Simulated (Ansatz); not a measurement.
Where the default PAW files enter, the runs use the earlier of Ansatz's two default sets.

Data:

```
CdS
1.0
    4.25222     0.00000     0.00000
   -2.12611     3.68253     0.00000
    0.00000     0.00000     6.77962
Cd S
2 2
Cartesian
  2.12611   1.22751   3.39130
  0.00000   2.45502   0.00149
  2.12611   1.22751   5.94424
  0.00000   2.45502   2.55443
```

Space group of this cell: P6_3mc, wurtzite. The cell is strained (lengths across the current scaled by 1.02, ions clamped); by r2SCAN its mean pressure is -2.3 GPa.

Transport runs along the normal of the first two printed cell vectors, the (001) (indices of the unstrained crystal) plane of the conventional cell.

The gap is the functional's own. No spin-orbit coupling. Mid-gap values are interpolated on the energy grid.

Problem. State the band gap and the smallest decay constant κ at mid-gap according to r2SCAN run with Ansatz (a program for electronic structure).

Solution. Gap 1.53 eV on a 12×12×6 mesh; κ = 0.119 1/Å, at the zone centre.
